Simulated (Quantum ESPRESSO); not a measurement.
A user runs Quantum ESPRESSO on Zr₅GaSn₃ (P6_3/mcm, 18 atoms in the cell) and asks whether the run is sound. The aim is a self-consistent single point with DFT, LDA (PZ), plane waves, GBRV 1.5 ultrasoft (LDA) pseudopotentials.

Input as run:

```fortran
&control
    calculation = 'scf'
    prefix = 'scf'
    outdir = './out'
    pseudo_dir = './'
    tprnfor = .true.
    tstress = .true.
/
&system
    ibrav = 0
    nat = 18
    ntyp = 3
    ecutwfc = 50
    ecutrho = 400
    occupations = 'smearing'
    smearing = 'cold'
    degauss = 0.0073499
/
&electrons
    conv_thr = 1.0e-11
    mixing_beta = 0.7
/
ATOMIC_SPECIES
Zr    91.2240  zr_lda_v1.uspp.F.UPF
Ga    69.7230  ga_lda_v1.4.uspp.F.UPF
Sn   118.7100  sn_lda_v1.4.uspp.F.UPF
ATOMIC_POSITIONS bohr
Zr   -2.175668871    3.768369024    2.785890945
Zr   -6.038431898   10.458870845    8.357672834
Zr   12.076863796    0.000000000    8.357672834
Zr    4.351337741    0.000000000    2.785890945
Zr    6.038431898   10.458870845    2.785890945
Zr    2.175668871    3.768369024    8.357672834
Zr    8.214100768    4.742413290    5.571781889
Zr    0.000000000    9.484826580    5.571781889
Zr    0.000000000    9.484826580    0.000000000
Zr    8.214100768    4.742413290    0.000000000
Ga    0.000000000    0.000000000    0.000000000
Ga    0.000000000    0.000000000    5.571781889
Sn   10.044695266    0.000000000    2.785890945
Sn    6.383506271    0.000000000    8.357672834
Sn    5.022347633    8.698961273    8.357672834
Sn    3.191753136    5.528278596    2.785890945
Sn   -5.022347633    8.698961273    2.785890945
Sn   -3.191753136    5.528278596    8.357672834
K_POINTS gamma
CELL_PARAMETERS angstrom
   8.693429869     0.000000000     0.000000000
  -4.346714935     7.528731113     0.000000000
   0.000000000     0.000000000     5.896920000
```

Output (repeated stretches shortened):

```
     gamma-point specific algorithms are used
     Message from routine setup:
     using ibrav=0 with symmetry is DISCOURAGED, use correct ibrav instead
     G-vector sticks info
     --------------------
     sticks:   dense  smooth     PW     G-vecs:    dense   smooth      PW
   [... lines left out ...]
        11        Ga     tau(  11) = (   0.0000000   0.0000000   0.0000000  )
        12        Ga     tau(  12) = (   0.0000000   0.0000000   0.3391596  )
        13        Sn     tau(  13) = (   0.6114300   0.0000000   0.1695798  )
        14        Sn     tau(  14) = (   0.3885700   0.0000000   0.5087394  )
        15        Sn     tau(  15) = (   0.3057150   0.5295139   0.5087394  )
        16        Sn     tau(  16) = (   0.1942850   0.3365115   0.1695798  )
        17        Sn     tau(  17) = (  -0.3057150   0.5295139   0.1695798  )
        18        Sn     tau(  18) = (  -0.1942850   0.3365115   0.5087394  )

     number of k points=     1  Marzari-Vanderbilt smearing, width (Ry)=  0.0073
                       cart. coord. in units 2pi/alat
        k(    1) = (   0.0000000   0.0000000   0.0000000), wk =   2.0000000

     Dense  grid:   175971 G-vectors     FFT dimensions: ( 108, 108,  72)

     Smooth grid:    62150 G-vectors     FFT dimensions: (  75,  75,  54)

     Initial potential from superposition of free atoms

     starting charge     233.9819, renormalised to     242.0000

     negative rho (up, down):  6.245E-01 0.000E+00
     Self-consistent Calculation

     iteration #  1     ecut=    50.00 Ry     beta= 0.70

     negative rho (up, down):  5.989E-01 0.000E+00

     WARNING: integrated charge=   242.00074932, expected=   242.00000000

     total energy              =   -2772.87436779 Ry
     estimated scf accuracy    <       9.12653667 Ry

     iteration #  2     ecut=    50.00 Ry     beta= 0.70

     negative rho (up, down):  6.035E-01 0.000E+00

     WARNING: integrated charge=   242.00049106, expected=   242.00000000

     total energy              =   -2775.21144505 Ry
   [... lines left out ...]

     WARNING: integrated charge=   242.00040068, expected=   242.00000000

     total energy              =   -2775.96185394 Ry
     estimated scf accuracy    <      13.00358019 Ry

   [... 20 blocks of this kind left out ...]

     iteration # 24     ecut=    50.00 Ry     beta= 0.70

     negative rho (up, down):  6.058E-01 0.000E+00

     total energy              =   -2777.55456298 Ry
     estimated scf accuracy    <          2.7E-11 Ry

     iteration # 25     ecut=    50.00 Ry     beta= 0.70

     negative rho (up, down):  6.058E-01 0.000E+00
     End of self-consistent calculation

   [... 16 lines left out ...]

     the Fermi energy is    13.7380 ev

!    total energy              =   -2777.55456298 Ry
     estimated scf accuracy    <          4.9E-12 Ry
     smearing contrib. (-TS)   =       0.00130895 Ry
     internal energy E=F+TS    =   -2777.55587192 Ry

     convergence has been achieved in  25 iterations

     negative rho (up, down):  6.058E-01 0.000E+00

     Forces acting on atoms (cartesian axes, Ry/au):

     atom    1 type  1   force =     0.00067774   -0.00117388    0.00000000
     atom    2 type  1   force =    -0.00067774    0.00117388    0.00000000
     atom    3 type  1   force =     0.00135548    0.00000000    0.00000000
   [... lines left out ...]
     Total force =     0.018222     Total SCF correction =     0.000009
   [... lines left out ...]

     negative rho (up, down):  6.058E-01 0.000E+00
          total   stress  (Ry/bohr**3)                   (kbar)     P=      -94.22
  -0.00060502  -0.00000000   0.00000000          -89.00       -0.00        0.00
  -0.00000000  -0.00060502   0.00000000           -0.00      -89.00        0.00
   0.00000000   0.00000000  -0.00071140            0.00        0.00     -104.65

   JOB DONE.
```

### Question
Is this run sound? If not, what is wrong?

### Answer
The run is not sound. The fault is a single k-point for a small metallic cell. One k-point cannot sample the Fermi surface of a small cell. To fix it, use a converged k-point mesh. The run converged in 25 iterations without an error; against the sound input the free energy drops by 211 meV/atom, the pressure goes from -7.16 to -9.42 GPa and the largest force goes from 0.026 to 0.188 eV/Å. The full log also holds: “WARNING: integrated charge=   242.00074932, expected=   242.00000000” and “WARNING: integrated charge=   242.00049106, expected=   242.00000000”.

The sound input it was made from differs as follows (other fixes are possible):
```diff
-K_POINTS gamma
+K_POINTS automatic
+3 3 3  0 0 0
```

With that input, the run converged in 16 iterations: free energy E − TS -37786.7534 eV; Fermi level (on the code's own zero) 13.90 eV; pressure -7.16 GPa; largest force (vector length) 0.026 eV/Å (DFT, LDA (PZ), plane waves, GBRV 1.5 ultrasoft (LDA) pseudopotentials).

On the sound input: the starting cell comes from a database of computed structures (which also holds hypothetical and non-ambient phases and stackings), without a prior relaxation at this level. With a pressure of about -7 GPa the cell is away from its equilibrium volume at this level. Without a gap this mesh is coarse (it stands for a supercell whose shortest vector is 18 Å).
